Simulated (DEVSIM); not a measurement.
Device: abrupt Si p-n junction, at 300 K.

Layer 1 from the left is Si, thickness (μm) 51.0, Na (cm⁻³) 4.4e18, τn (s) 1.8e-6, τp (s) 1.8e-6. Layer 2 from the left is Si, thickness (μm) 0.760, Nd (cm⁻³) 4.5e16, τn (s) 1.8e-6, τp (s) 1.8e-6.

Left contact: ohmic. Right contact: ohmic. Voltage is applied to the left contact. Recombination: SRH at mid-gap, Auger. Mobility is constant in doping.

The device is made up for the run: typed textbook-type constants, with dimensions and the other settings drawn at random. Values at 300 K.

Si: gap (eV) 1.124, affinity (eV) 4.05, permittivity 11.7, Nc (cm⁻³) 2.86e19, Nv (cm⁻³) 3.1e19, μn (cm²/Vs) 1417, μp (cm²/Vs) 470, Cn (cm⁶/s) 2.8e-31, Cp (cm⁶/s) 9.9e-32.

Question: Estimate by hand the built-in potential, the peak field at zero bias, the capacitance at -1 V, and compare with a numerical solution.

Answer: 
- Built-in potential: ni = √(Nc Nv) exp(−Eg/2kT) = 1.08e10 cm⁻³ with Eg = 1.124 eV; Vbi = kT/q ln(Na Nd/ni²) = 0.907 V; numerical 0.907 V.
- Peak field at zero bias: depletion approximation: W = √(2εVbi/(qN)) = 0.162 μm with N = 4.45e16 cm⁻³; field = 2Vbi/W = 112000 V/cm; numerical 145000 V/cm (estimate below by 23 %).
- Capacitance at -1 V: C = √(qεN / 2(Vbi + |V|)) = 44.0 nF/cm²; numerical 44.8 nF/cm² (estimate below by 1.7 %).

Simulated with DEVSIM: 1D drift-diffusion, Boltzmann statistics, complete ionisation; no tunnelling, impact ionisation, image-force lowering or self-heating.
